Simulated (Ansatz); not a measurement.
## Pt: element substitutions

The reference is Pt in the fcc (Cu type) structure (space group Fm-3m, No. 225; a = 3.940 Å).

Each row replaces one element on all its sites; cell and atoms are relaxed.

Level of theory: r2SCAN, PAW, 500 eV (Ansatz, a first-principles code; scalar-relativistic without spin-orbit coupling), earlier PAW set.

```tsv
case	density	shortest interatomic distance
base	21.19 g/cm³	278.6 pm
Pt → Ni	9.25 g/cm³	246.1 pm
Pt → Ir	22.46 g/cm³	271.9 pm
Pt → Os	22.44 g/cm³	271.0 pm
```

Other magnetic orders, which the real material may have, were not ruled out. Whether these cells are dynamically stable was not tested. Spin-polarised in the final run: Ni; the other runs are not. This is not the structure that Os has at room temperature and ambient pressure.
